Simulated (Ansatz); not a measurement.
Take BaTiO₃ (space group P4mm, No. 99; a = 3.9851 Å, c = 4.2043 Å) as the base.

(Cell as relaxed with PBE.)

Levels (all Ansatz, a quantum-chemistry and plane-wave program, PAW, earlier PAW set): PBE (420 eV, without spin-orbit coupling); r2SCAN (500 eV, no SOC).

Each level relaxes its own structure.

```tsv
base	PBE	r2SCAN
volume per atom	13.35 Å³	12.98 Å³
lattice parameter a	3.985 Å	3.973 Å
band gap	1.85 eV	2.23 eV
```

Now apply this change: a hydrostatic pressure of 7 GPa.

```tsv
quantity	PBE	r2SCAN
band gap	1.90 eV	…
c/a ratio	1.016	…
volume per atom	12.58 Å³	…
```

What does r2SCAN give?


- band gap, r2SCAN: 2.29 eV
- c/a ratio, r2SCAN: 1.010
- volume per atom, r2SCAN: 12.36 Å³

PBE's band gap lies 0.39 eV below r2SCAN's; PBE's c/a ratio lies 0.006 above r2SCAN's; PBE's volume per atom lies 0.225 Å³ above r2SCAN's (1.8 %). Neither level is exact; r2SCAN is the comparison here, not a measurement.

Load acts through the strain it causes; cell and atoms are relaxed under it. Whether these cells are dynamically stable was not tested. Competing high-pressure phases were not computed. The final runs are not spin-polarised.
